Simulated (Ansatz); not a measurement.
Start from Ir in the fcc (Cu type) structure (space group Fm-3m, No. 225; relaxed with 0.1 eV smearing).

Space group Fm-3m (No. 225); a = b = c = 3.8716 Å, α = β = γ = 90.00°

| atom | site | symmetry | x | y | z |
|---|---|---|---|---|---|
| Ir | 4a | m-3m | 0.0000 | 0.0000 | 0.0000 |
(The calculation used a cell of 1 atom; values per cell refer to that cell.)

Method: Ansatz (a first-principles code), PBE, PAW, cutoff 420 eV, scalar-relativistic without spin-orbit coupling.

Base values:

The pressure comes out as 0.0 GPa.

Now apply this change: the cell is scaled by 1.0200 in all directions, atoms relaxed at fixed cell.

**Question.** Predict the new energy relative to the base.

**Answer.** The energy goes up by 52 meV/atom.

**Question.** Estimate the effect on the pressure.

**Answer.** The pressure goes from zero to -17.7 GPa.

The cells carry an imposed strain or load. Stability against distortions was not tested. The final runs are not spin-polarised.
